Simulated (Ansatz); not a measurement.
TiO2, response to strain

Take TiO2 in the anatase structure (space group I4_1/amd, No. 141; a = 3.770 Å, c = 9.552 Å) as the base. Axes: x, y, z lie along a, b, c of the conventional cell.

Strains are applied to the cell and any free atomic positions relax; under biaxial strain the out-of-plane vector relaxes too.

Calculations: PBEsol (Ansatz, a first-principles code), spin-orbit coupling left out.

Candidates:
(a) biaxial strain +3.00 %, plane normal [001], relaxed out of plane
(b) biaxial strain +1.20 %, plane normal [001], relaxed out of plane
(c) biaxial strain +1.80 %, plane normal [001], relaxed out of plane
(d) biaxial strain +2.40 %, plane normal [001], relaxed out of plane

For the base:

The band gap is 2.11 eV.

**Question.** Order them by band gap, highest first.

**Answer.** (b) biaxial strain +1.20 %, plane normal [001], relaxed out of plane (1.99 eV), (c) biaxial strain +1.80 %, plane normal [001], relaxed out of plane (1.95 eV), (d) biaxial strain +2.40 %, plane normal [001], relaxed out of plane (1.90 eV), (a) biaxial strain +3.00 %, plane normal [001], relaxed out of plane (1.86 eV)

Stability against distortions was not tested. The final runs are not spin-polarised.
